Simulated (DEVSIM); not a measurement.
Structure: abrupt InP p-n junction, at 300 K.

```
layer (left to right)  material  thickness (μm)  Nd (cm⁻³)  Na (cm⁻³)  τn (s)  τp (s)
---------------------  --------  --------------  ---------  ---------  ------  ------
1                           InP           0.530          -     1.1e17  2.1e-8  2.1e-8
2                           InP             280     1.3e14          -  2.1e-8  2.1e-8
```

Left contact: ohmic. Right contact: ohmic. Voltage is applied to the left contact. Recombination: SRH at mid-gap, Auger. Mobility is μmin + (μ − μmin)/(1 + (N/Nref)^α).

Constants are typed, rounded textbook-type inputs, not results; the design itself was drawn at random and stands for no fabricated device. Values at 300 K; Nc and Nv go as T^1.5, mobilities as T to minus their exponent, the gap by Varshni's rule with the affinity fixed.

```tsv
parameter	InP
gap (eV)	1.344
affinity (eV)	4.38
permittivity	12.5
Nc (cm⁻³)	5.7e17
Nv (cm⁻³)	1.1e19
μn (cm²/Vs)	5200
μp (cm²/Vs)	170
μn,min	400
μp,min	10
Nref,n	3e17
Nref,p	4.9e17
αn	0.47
αp	0.62
T exponent of μn	2
T exponent of μp	2
Cn (cm⁶/s)	9e-31
Cp (cm⁶/s)	9e-31
Varshni α (eV/K)	0.000363
Varshni β (K)	162
```

Model (solved in DEVSIM): 1D drift-diffusion, Boltzmann statistics, complete ionisation; no tunnelling, impact ionisation, image-force lowering or self-heating.

Base results: dark forward voltage at 1 A/cm² (V) 1.144; largest field in the device at zero bias (V/cm) 18000; potential step across the device at zero bias (V) 1.008.

Question: What follows from this one change: doping Na of layer 1 1.1e+17 → 3.3e+18 cm^-3?

Answer: dark forward voltage at 1 A/cm² 1.144 → 1.158 V; largest field in the device at zero bias 18000 → 95000 V/cm; potential step across the device at zero bias 1.008 → 1.096 V.

Question: What follows from this one change: minority lifetime in layer 2 2.1e-08 → 2.1e-09 s?

Answer: dark forward voltage at 1 A/cm² 1.144 → 1.135 V; largest field in the device at zero bias little changed (18000 V/cm); potential step across the device at zero bias little changed (1.008 V).

Question: What follows from this one change: doping Nd of layer 2 1.3e+14 → 3.9e+13 cm^-3?

Answer: dark forward voltage at 1 A/cm² 1.144 → 1.717 V; largest field in the device at zero bias little changed (18000 V/cm); potential step across the device at zero bias 1.008 → 0.977 V.

Question: What follows from this one change: thickness of layer 1 0.53 → 0.11 μm?

Answer: dark forward voltage at 1 A/cm² 1.144 → 1.123 V; largest field in the device at zero bias little changed (18000 V/cm); potential step across the device at zero bias little changed (1.008 V).

Question: What follows from this one change: constant mobility in place of the doping-dependent one?

Answer: dark forward voltage at 1 A/cm² 1.144 → 1.133 V; largest field in the device at zero bias little changed (18000 V/cm); potential step across the device at zero bias little changed (1.008 V).
